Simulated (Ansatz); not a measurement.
```yaml
crystal:
  lattice:
    - [2.60502, 0.00000, 0.00000]
    - [-1.30251, 2.25601, 0.00000]
    - [0.00000, 0.00000, 4.31139]
  atoms:
    - { symbol: B, position: [0.66667, 0.33333, 0.99972] }
    - { symbol: B, position: [0.33333, 0.66667, 0.49972] }
    - { symbol: N, position: [0.66667, 0.33333, 0.62528] }
    - { symbol: N, position: [0.33333, 0.66667, 0.12528] }
```

Space group of this cell: P6_3mc, wurtzite. The cell is strained (all lengths scaled by 1.02); by r2SCAN its mean pressure is -24.7 GPa.

Transport runs along the normal of the first two printed cell vectors, the (001) plane of the conventional cell.

No gap correction and no spin-orbit coupling; mid-gap values are interpolated between computed energies.

Q: State the band gap and the smallest decay constant κ at mid-gap according to Ansatz (a program for electronic structure) with r2SCAN.

A: Gap 5.82 eV on a 18×18×8 mesh; κ = 0.360 1/Å, at the zone centre.
